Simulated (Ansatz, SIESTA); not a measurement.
A SIESTA input for a relaxation of cell and atoms of TiB2 (P6/mmm, 3 atoms in the cell) (DFT, GGA PBE, numerical atomic orbitals DZP, PseudoDojo PBE standard norm-conserving potentials (rewritten from UPF to PSML)):

```
# files in the folder: Ti.psml B.psml (PseudoDojo PBE standard)
SystemName  TiB2
SystemLabel tib2

NumberOfAtoms                3
NumberOfSpecies              2
%block ChemicalSpeciesLabel
  1 22 Ti
  2 5 B
%endblock ChemicalSpeciesLabel
LatticeConstant              1.0 Ang
%block LatticeVectors
     3.025930000    0.000000000    0.000000000
    -1.512965000    2.620532000    0.000000000
     0.000000000    0.000000000    3.228770000
%endblock LatticeVectors
AtomicCoordinatesFormat      Ang
%block AtomicCoordinatesAndAtomicSpecies
     0.000000000    0.000000000    0.000000000  1
    -0.000001513    1.747022207    1.614385000  2
     1.512966513    0.873509793    1.614385000  2
%endblock AtomicCoordinatesAndAtomicSpecies

XC.functional                GGA
XC.authors                   PBE
PAO.BasisSize                DZP
PAO.EnergyShift              0.01 Ry
MeshCutoff                   350 Ry
%block kgrid.MonkhorstPack
    8   0   0  0.0
    0   8   0  0.0
    0   0   7  0.0
%endblock kgrid.MonkhorstPack
OccupationFunction           MP
OccupationMPOrder            0
ElectronicTemperature        136.0 meV

MaxSCFIterations             150
SCF.Mixer.Method             Pulay
SCF.Mixer.Weight             0.2
SCF.Mixer.History            6
SCF.DM.Tolerance             1.0E-04
Diag.ParallelOverK           true
MD.TypeOfRun                 CG
MD.Steps                     40
MD.MaxForceTol               0.02 eV/Ang
MD.VariableCell              true
MD.MaxStressTol              0.05 GPa
WriteForces                  true
Charge.Mulliken              end
```

Problem. Write the same calculation as an input for Ansatz (a first-principles code).

Solution. One input that does it (others would too):

Ansatz 0.2 input:
```yaml
# TiB2
crystal:
  lattice:
    - [3.02593000, 0.00000000, 0.00000000]
    - [-1.51296500, 2.62053200, 0.00000000]
    - [0.00000000, 0.00000000, 3.22877000]
  atoms:
    - { symbol: Ti, position: [0.00000000, 0.00000000, 0.00000000] }
    - { symbol: B, position: [0.33333300, 0.66666700, 0.50000000] }
    - { symbol: B, position: [0.66666700, 0.33333300, 0.50000000] }
basis:
  ecutwfc: 420.0
kpoints:
  mp_grid: { grid: [8, 8, 7] }
hamiltonian:
  xc: pbe
  pseudopotentials: { kind: paw }
scf:
  occupations: { method: gaussian, width: 0.136 }
relax:
  cell: {}
output:
  forces: true
  eigenvalues: true
  stress: true
```

Basis settings and potentials, where a program has them, do not carry over. This input uses DFT, PBE, plane waves, default PAW files.

The starting cell comes from a database of computed structures (which also holds hypothetical and non-ambient phases and stackings), without a prior relaxation at this level.
